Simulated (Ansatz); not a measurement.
# Computed paths: Sn-vacancy pair in bcc Mo, neutral cell

Consider Sn-vacancy pair (Sn on one host Mo site, one Mo site vacant) in bcc Mo, neutral cell. These are PBE, PAW (plane waves to 420 eV; Ansatz, a program for electronic structure) values and carry that method's errors.

36-site cell at the relaxed PBE lattice, a 2×2×3 k-point mesh shifted by half a step, smearing 0.10 eV, spin-restricted, no finite-size correction. Energies are static. Forms of the defect that were not tried may lie lower.

Barriers: single points on a 3×3×5 k-point mesh shifted by half a step at the bands' geometries.

```csv
Route,Start site over the lowest site run (eV),Hop (Å),Forward barrier (eV),Backward barrier (eV),Neighbours at the start,Neighbours at the saddle,Saddle order,"Forward, on the band's own sampling (eV)"
Sn and the vacancy change places (Sn-vacancy distance between ideal sites 2.74 Å throughout),0.00,2.14,0.44,0.44,"3 Mo at 2.76, 2 Mo at 2.88, Mo at 2.89, 3 Mo at 3.01, Mo at 3.04, 3 Mo at 3.33 Å","4 Mo at 2.74, 2 Mo at 2.75, 5 Mo at 3.42, Mo at 3.43 Å","not checked, on a symmetry element",0.44
```

Paths come from climbing-image nudged elastic band runs.  A band can be held on a symmetry element, so unchecked saddle points there may be too high.
